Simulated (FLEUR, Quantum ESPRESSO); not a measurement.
A FLEUR input for a self-consistent single point of Ir (Fm-3m, 1 atom in the cell) (DFT, PBE, all-electron FLAPW (FLEUR), scalar-relativistic valence):

Input of the input generator:

```
Ir
&input film=f /
0.0000000000 3.6492576782 3.6492576782
3.6492576782 0.0000000000 3.6492576782
3.6492576782 3.6492576782 0.0000000000
1.0
1.0 1.0 1.0

1
77 0.0000000000 0.0000000000 0.0000000000

&comp jspins=1 /
&kpt div1=12 div2=12 div3=12 gamma=t /
&end /
```

```xml
<?xml version="1.0" encoding="UTF-8" standalone="no"?>
<fleurInput fleurInputVersion="0.39">
   <comment>
      Ir                                                                                                  
   </comment>
   <calculationSetup>
      <cutoffs Kmax="4.1" Gmax="16.4" GmaxXC="16.4" numbands="0"/>
      <scfLoop itmax="60" minDistance="0.00001" maxIterBroyd="15" imix="Anderson" alpha="0.05" precondParam="0.0" spinf="2.0"/>
      <coreElectrons ctail="T" frcor="F" kcrel="0" coretail_lmax="0"/>
      <xcFunctional name="pbe" relativisticCorrections="F"/>
      <magnetism jspins="1"/>
      <soc l_soc="F" theta="0.0" phi="0.0" spav="F"/>
      <expertModes spex="0" secvar="F"/>
      <geometryOptimization l_f="T" forcealpha="1.0" forcemix="BFGS" epsdisp="0.00001" epsforce="0.00001"/>
      <ldaU l_linMix="F" mixParam="0.05" spinf="1.0"/>
   </calculationSetup>
   <cell>
      <bzIntegration valenceElectrons="15.0" mode="hist" fermiSmearingEnergy="0.00183747">
         <kPointListSelection listName="default-1"/>
         <!-- k-points included here -->
         <xi:include xmlns:xi="http://www.w3.org/2001/XInclude" href="kpts.xml"> </xi:include>
      </bzIntegration>
      <!-- symmetry operations included here -->
      <xi:include xmlns:xi="http://www.w3.org/2001/XInclude" href="sym.xml"> </xi:include>
      <bulkLattice scale="1.0">
         <bravaisMatrix>
            <row-1>    0.0000000000000000     3.6492576782000001     3.6492576782000001</row-1>
            <row-2>    3.6492576782000001     0.0000000000000000     3.6492576782000001</row-2>
            <row-3>    3.6492576782000001     3.6492576782000001     0.0000000000000000</row-3>
         </bravaisMatrix>
      </bulkLattice>
   </cell>
   <atomSpecies>
      <species name="Iridium (Ir)" element="Ir" atomicNumber="77">
         <mtSphere radius="2.46" gridPoints="849" logIncrement="0.016"/>
         <atomicCutoffs lmax="10" lnonsphr="8"/>
         <electronConfig flipSpins="F">
            <coreConfig>(1s1/2) (2s1/2) (2p1/2) (2p3/2) (3s1/2) (3p1/2) (3p3/2) (4s1/2) (3d3/2) (3d5/2) (4p1/2) (4p3/2) (5s1/2) (4d3/2) (4d5/2) (4f5/2) (4f7/2)</coreConfig>
            <valenceConfig>(5p1/2) (5p3/2) (6s1/2) (5d3/2) (5d5/2)</valenceConfig>
            <stateOccupation state="(5d3/2)" spinUp="1.4" spinDown="1.4"/>
            <stateOccupation state="(5d5/2)" spinUp="2.1" spinDown="2.1"/>
         </electronConfig>
         <energyParameters s="6" p="6" d="5" f="5"/>
         <lo type="SCLO" l="1" n="5" eDeriv="0"/>
      </species>
   </atomSpecies>
   <atomGroups>
      <atomGroup species="Iridium (Ir)">
         <relPos label="                   1">.0000000000 .0000000000 .0000000000</relPos>
         <force calculate="T" relaxXYZ="TTT"/>
      </atomGroup>
   </atomGroups>
   <output dos="F" band="F" slice="F">
      <checks vchk="F" cdinf="F"/>
      <bandDOS minEnergy="-.5*Htr" maxEnergy="0.5*Htr" sigma="0.015" storeEVData="T"/>
      <vacuumDOS vacdos="F" integ="F" star="F" nstars="0" locx1="0.0" locy1="0.0" locx2="0.0" locy2="0.0" nstm="0" tworkf="0.0"/>
      <unfoldingBand unfoldBand="F" supercellX="1" supercellY="1" supercellZ="1"/>
      <plotting iplot="0" polar="F">
         <plot TwoD="T" vec1="  1.0  0.0  0.0" vec2="  0.0  1.0  0.0" vec3="  0.0  0.0  1.0" zero="  0.0  0.0  0.0" file="plot"/>
      </plotting>
      <chargeDensitySlicing numkpt="0" minEigenval="0.0" maxEigenval="0.0" nnne="0" pallst="F"/>
      <specialOutput eonly="F"/>
      <magneticCircularDichroism mcd="F" energyLo="-10.0" energyUp="0.0"/>
   </output>
  <!-- We include the file relax.xml here to enable relaxations (see documentation) -->
  <xi:include xmlns:xi="http://www.w3.org/2001/XInclude" href="relax.xml"> <xi:fallback/> </xi:include>
</fleurInput>
```

**Question.** Give the Quantum ESPRESSO input for the same structure, mesh, smearing and functional.

**Answer.** This is the input that was run; spellings and numerical settings could be chosen otherwise.

```fortran
&control
  calculation = 'scf'
  prefix = 'ir'
  outdir = './tmp'
  pseudo_dir = './'
  tprnfor = .true.
  tstress = .true.
/
&system
  ibrav = 0
  nat = 1
  ntyp = 1
  ecutwfc = 50
  ecutrho = 400
  occupations = 'smearing'
  smearing = 'fd'
  degauss = 0.0036749
/
&electrons
  conv_thr = 1.0d-10
  mixing_beta = 0.3
/
ATOMIC_SPECIES
Ir   192.2170  Ir_pbe_v1.2.uspp.F.UPF
ATOMIC_POSITIONS crystal
Ir    0.0000000000    0.0000000000    0.0000000000
K_POINTS automatic
12 12 12  0 0 0
CELL_PARAMETERS angstrom
   0.0000000000     1.9311040000     1.9311040000
   1.9311040000     0.0000000000     1.9311040000
   1.9311040000     1.9311040000     0.0000000000
```

Basis, cutoffs, solver keys and any potentials are the target program's own. This input uses DFT, PBE, plane waves, SSSP 1.1.2 precision (PBE) pseudopotentials.

The starting cell comes from a database of computed structures (which also holds hypothetical and non-ambient phases and stackings), without a prior relaxation at this level. Its lattice was rescaled by a random factor within 2.5 % of one. For this run, on top of that: lattice scaled by 0.98.
